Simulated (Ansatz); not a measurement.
Consider the energy of the reaction between neutral defects in C (diamond, Fd-3m). Reaction: 2 cell B → cell A + 65 C (diamond). The sign is products less reactants.

Cell A: a supercell of 64 sites of C (diamond, Fd-3m) with one empty C site amid 4 C; four times N on a C site (3 C at 1.48 Å); the closest two of these centres are 1.7 Å apart, the farthest 2.7 Å; spin state with PBE: run without spin, k-point mesh 3×3×3.
```yaml
crystal:
  lattice:
    - [7.14316, 0.00000, 0.00000]
    - [0.00000, 7.14316, 0.00000]
    - [0.00000, 0.00000, 7.14316]
  atoms:
    - { symbol: C, position: [0.00000, 0.00000, 0.00000] }
    - { symbol: C, position: [0.87454, 0.12546, 0.87454] }
    - { symbol: C, position: [0.99834, 0.25043, 0.74957] }
    - { symbol: C, position: [0.87605, 0.37534, 0.12395] }
    - { symbol: C, position: [0.74957, 0.00166, 0.74957] }
    - { symbol: C, position: [0.12546, 0.12546, 0.12546] }
    - { symbol: C, position: [0.74957, 0.25043, 0.99834] }
    - { symbol: C, position: [0.12395, 0.37534, 0.87605] }
    - { symbol: C, position: [0.00000, 0.00000, 0.50000] }
    - { symbol: C, position: [0.87605, 0.12395, 0.37534] }
    - { symbol: C, position: [0.00166, 0.25043, 0.25043] }
    - { symbol: C, position: [0.87212, 0.37730, 0.62270] }
    - { symbol: C, position: [0.74957, 0.99834, 0.25043] }
    - { symbol: C, position: [0.12395, 0.12395, 0.62466] }
    - { symbol: C, position: [0.74852, 0.25148, 0.49475] }
    - { symbol: C, position: [0.12788, 0.37730, 0.37730] }
    - { symbol: C, position: [0.00000, 0.50000, 0.00000] }
    - { symbol: C, position: [0.87605, 0.62466, 0.87605] }
    - { symbol: C, position: [0.00166, 0.74957, 0.74957] }
    - { symbol: C, position: [0.87454, 0.87454, 0.12546] }
    - { symbol: C, position: [0.74852, 0.50525, 0.74852] }
    - { symbol: C, position: [0.12395, 0.62466, 0.12395] }
    - { symbol: C, position: [0.74957, 0.74957, 0.00166] }
    - { symbol: C, position: [0.12546, 0.87454, 0.87454] }
    - { symbol: C, position: [0.00000, 0.50000, 0.50000] }
    - { symbol: C, position: [0.87212, 0.62270, 0.37730] }
    - { symbol: C, position: [0.99834, 0.74957, 0.25043] }
    - { symbol: C, position: [0.87605, 0.87605, 0.62466] }
    - { symbol: C, position: [0.74852, 0.49475, 0.25148] }
    - { symbol: C, position: [0.12788, 0.62270, 0.62270] }
    - { symbol: C, position: [0.74852, 0.74852, 0.50525] }
    - { symbol: C, position: [0.12395, 0.87605, 0.37534] }
    - { symbol: C, position: [0.50000, 0.00000, 0.00000] }
    - { symbol: C, position: [0.37534, 0.12395, 0.87605] }
    - { symbol: C, position: [0.49475, 0.25148, 0.74852] }
    - { symbol: C, position: [0.37730, 0.37730, 0.12788] }
    - { symbol: C, position: [0.25043, 0.99834, 0.74957] }
    - { symbol: C, position: [0.62466, 0.12395, 0.12395] }
    - { symbol: C, position: [0.25043, 0.25043, 0.00166] }
    - { symbol: C, position: [0.62270, 0.37730, 0.87212] }
    - { symbol: C, position: [0.50000, 0.00000, 0.50000] }
    - { symbol: C, position: [0.37730, 0.12788, 0.37730] }
    - { symbol: C, position: [0.50525, 0.25148, 0.25148] }
    - { symbol: N, position: [0.36568, 0.36568, 0.63432] }
    - { symbol: C, position: [0.25043, 0.00166, 0.25043] }
    - { symbol: C, position: [0.62270, 0.12788, 0.62270] }
    - { symbol: C, position: [0.25148, 0.25148, 0.50525] }
    - { symbol: N, position: [0.63432, 0.36568, 0.36568] }
    - { symbol: C, position: [0.50000, 0.50000, 0.00000] }
    - { symbol: C, position: [0.37730, 0.62270, 0.87212] }
    - { symbol: C, position: [0.50525, 0.74852, 0.74852] }
    - { symbol: C, position: [0.37534, 0.87605, 0.12395] }
    - { symbol: C, position: [0.25148, 0.49475, 0.74852] }
    - { symbol: C, position: [0.62270, 0.62270, 0.12788] }
    - { symbol: C, position: [0.25043, 0.74957, 0.99834] }
    - { symbol: C, position: [0.62466, 0.87605, 0.87605] }
    - { symbol: N, position: [0.36568, 0.63432, 0.36568] }
    - { symbol: C, position: [0.49475, 0.74852, 0.25148] }
    - { symbol: C, position: [0.37730, 0.87212, 0.62270] }
    - { symbol: C, position: [0.25148, 0.50525, 0.25148] }
    - { symbol: N, position: [0.63432, 0.63432, 0.63432] }
    - { symbol: C, position: [0.25148, 0.74852, 0.49475] }
    - { symbol: C, position: [0.62270, 0.87212, 0.37730] }
```

Cell B: a supercell of 64 sites of C (diamond, Fd-3m) with two times N on a C site (3 C at 1.45 Å); the closest two of these centres are 2.2 Å apart; spin state with PBE: run without spin, k-point mesh 3×3×3.
```yaml
crystal:
  lattice:
    - [7.14316, 0.00000, 0.00000]
    - [0.00000, 7.14316, 0.00000]
    - [0.00000, 0.00000, 7.14316]
  atoms:
    - { symbol: C, position: [0.99965, 0.99965, 0.00035] }
    - { symbol: C, position: [0.87312, 0.12459, 0.87541] }
    - { symbol: C, position: [0.99736, 0.24881, 0.75119] }
    - { symbol: C, position: [0.87597, 0.37570, 0.12403] }
    - { symbol: C, position: [0.74853, 0.00082, 0.74960] }
    - { symbol: C, position: [0.12459, 0.12459, 0.12688] }
    - { symbol: C, position: [0.74853, 0.25040, 0.99918] }
    - { symbol: C, position: [0.12077, 0.37398, 0.87923] }
    - { symbol: C, position: [0.99903, 0.99903, 0.50070] }
    - { symbol: C, position: [0.87418, 0.12647, 0.37540] }
    - { symbol: C, position: [0.00082, 0.25040, 0.25147] }
    - { symbol: C, position: [0.87418, 0.37501, 0.62499] }
    - { symbol: C, position: [0.75041, 0.00188, 0.24959] }
    - { symbol: C, position: [0.12077, 0.12077, 0.62602] }
    - { symbol: C, position: [0.74761, 0.25353, 0.50043] }
    - { symbol: C, position: [0.12739, 0.37543, 0.37853] }
    - { symbol: C, position: [0.99903, 0.49930, 0.00097] }
    - { symbol: C, position: [0.87418, 0.62460, 0.87353] }
    - { symbol: C, position: [0.00082, 0.74853, 0.74960] }
    - { symbol: C, position: [0.87535, 0.87535, 0.12465] }
    - { symbol: C, position: [0.74761, 0.49957, 0.74647] }
    - { symbol: C, position: [0.12647, 0.62460, 0.12582] }
    - { symbol: C, position: [0.75041, 0.75041, 0.99812] }
    - { symbol: C, position: [0.12459, 0.87312, 0.87541] }
    - { symbol: C, position: [0.00082, 0.49999, 0.50001] }
    - { symbol: C, position: [0.87764, 0.62619, 0.37381] }
    - { symbol: C, position: [0.00188, 0.75041, 0.24959] }
    - { symbol: C, position: [0.87597, 0.87597, 0.62430] }
    - { symbol: C, position: [0.75423, 0.50102, 0.24577] }
    - { symbol: C, position: [0.12739, 0.62147, 0.62457] }
    - { symbol: C, position: [0.75423, 0.75423, 0.49898] }
    - { symbol: C, position: [0.12647, 0.87418, 0.37540] }
    - { symbol: C, position: [0.49930, 0.99903, 0.00097] }
    - { symbol: C, position: [0.37398, 0.12077, 0.87923] }
    - { symbol: C, position: [0.49117, 0.24666, 0.75334] }
    - { symbol: C, position: [0.37501, 0.37501, 0.12582] }
    - { symbol: C, position: [0.24881, 0.99736, 0.75119] }
    - { symbol: C, position: [0.62460, 0.12647, 0.12582] }
    - { symbol: C, position: [0.24881, 0.24881, 0.00264] }
    - { symbol: C, position: [0.62147, 0.37543, 0.87261] }
    - { symbol: C, position: [0.49999, 0.00082, 0.50001] }
    - { symbol: C, position: [0.37543, 0.12739, 0.37853] }
    - { symbol: C, position: [0.49957, 0.25353, 0.25239] }
    - { symbol: N, position: [0.34895, 0.34895, 0.65105] }
    - { symbol: C, position: [0.25040, 0.00082, 0.25147] }
    - { symbol: C, position: [0.62147, 0.12739, 0.62457] }
    - { symbol: C, position: [0.24666, 0.24666, 0.50883] }
    - { symbol: C, position: [0.62834, 0.38383, 0.37166] }
    - { symbol: C, position: [0.49999, 0.49999, 0.99918] }
    - { symbol: C, position: [0.37543, 0.62147, 0.87261] }
    - { symbol: C, position: [0.49957, 0.74761, 0.74647] }
    - { symbol: C, position: [0.37570, 0.87597, 0.12403] }
    - { symbol: C, position: [0.24666, 0.49117, 0.75334] }
    - { symbol: C, position: [0.62619, 0.62619, 0.12236] }
    - { symbol: C, position: [0.25040, 0.74853, 0.99918] }
    - { symbol: C, position: [0.62460, 0.87418, 0.87353] }
    - { symbol: N, position: [0.52605, 0.52605, 0.47395] }
    - { symbol: C, position: [0.38383, 0.62834, 0.37166] }
    - { symbol: C, position: [0.50102, 0.75423, 0.24577] }
    - { symbol: C, position: [0.37501, 0.87418, 0.62499] }
    - { symbol: C, position: [0.25353, 0.49957, 0.25239] }
    - { symbol: C, position: [0.62834, 0.62834, 0.61617] }
    - { symbol: C, position: [0.25353, 0.74761, 0.50043] }
    - { symbol: C, position: [0.62619, 0.87764, 0.37381] }
```

Reference: C (diamond, Fd-3m), 64 atoms in the cell, a perfect crystal on lattice vectors that match the other cells', k-point mesh 3×3×3 on the run's own vectors.

Computed with Ansatz (plane waves, PAW), its default PAW set, cutoff 420 eV. The structures are at rest with PBE, within the held lattices; other levels are single points on them. Neutral cells; Fermi-Dirac smearing of at most 0.05 eV in the solids, energies taken to zero width. The lattices are those relaxed with PBE, so at other levels the solids can be strained, which adds to the spread. Larger cells are relaxed from a start prepared with the learned potential CHGNet, on a coarser mesh till forces fall under 0.03 eV/Å, which some starts already meet. A dispersion term (D3(BJ), or D4 for r2SCAN) was computed beside these levels and is taken off wherever the name lacks it. Static lattices, no vibrational contributions. Cells are local rest points, mostly with their start's symmetry. No correction for cell size. Cell A has symmetry P-43m and got no random move, so less symmetric positions, which may lie lower, weren't tried. Cell B has symmetry R-3m and got no random move, so less symmetric positions, which may lie lower, weren't tried.

Q: Give the value at the level HSE06.

A: -3.97 eV, for 2 cell B → cell A + 65 C (diamond).

Q: List the value at the remaining levels and say how far they part.

A: 
```csv
Functional,value (eV),less HSE06
PBE,-4.07,-0.10
```

The levels span 0.10 eV, from PBE (-4.07) to HSE06 (-3.97).

Ansatz is a program for electronic structure.
